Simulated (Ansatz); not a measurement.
Take ZrO₂ (space group P4_2/nmc, No. 137; a = 3.5845 Å, c = 5.1787 Å) as the base. Axes: x, y, z lie along a, b, c of the conventional cell.

Now apply this change: compressive biaxial strain of 2.33 % in the plane normal to [001], as in epitaxy on a mismatched substrate; the out-of-plane cell vector and the atoms relax.

Levels (all Ansatz, a program for electronic structure, PAW, earlier PAW set): PBEsol (420 eV, spin-orbit coupling left out); r2SCAN (500 eV, no spin-orbit coupling); HSE06 (420 eV, no spin-orbit coupling); PBEsol+SOC (420 eV, noncollinear with spin-orbit coupling).

One geometry, relaxed with PBEsol, under each level:

```json
[
 {"level": "PBEsol", "band gap": "4.15 eV", "lowest conduction level above the VBM at special points": "Γ 4.15 eV; X 4.58 eV; R 4.61 eV; Z 4.70 eV", "electron mass": "2.2 mₑ out of plane, 0.61 mₑ in plane (at Γ)", "pressure": "9.46 GPa"},
 {"level": "r2SCAN", "band gap": "[?]", "lowest conduction level above the VBM at special points": "[?]", "electron mass": "–", "pressure": "[?]"},
 {"level": "HSE06", "band gap": "5.88 eV", "lowest conduction level above the VBM at special points": "Γ 5.88 eV; X 6.32 eV; R 6.36 eV", "electron mass": "–", "pressure": "–"},
 {"level": "PBEsol+SOC", "band gap": "4.15 eV", "lowest conduction level above the VBM at special points": "Γ 4.15 eV; X 4.58 eV; R 4.60 eV; Z 4.70 eV", "electron mass": "2.2 mₑ out of plane, 0.61 mₑ in plane (at Γ)", "pressure": "9.45 GPa"}
]
```

Question: Give the withheld r2SCAN results.

Answer: 
- r2SCAN, band gap: 4.76 eV
- r2SCAN, lowest conduction level above the VBM at special points: Γ 4.76 eV; X 5.16 eV; R 5.19 eV; Z 5.30 eV
- r2SCAN, pressure: 13.63 GPa

Single points use the geometry relaxed with PBEsol. Their cutoffs differ, which shifts pressures a little. HSE06 gaps are upper bounds (no full band path). Differences between runs with and without spin-orbit coupling are approximate. Masses are band curvatures over ±0.01 Å⁻¹ around the edge. Whether these cells are dynamically stable was not tested. This is not the structure that ZrO2 has at room temperature and ambient pressure.
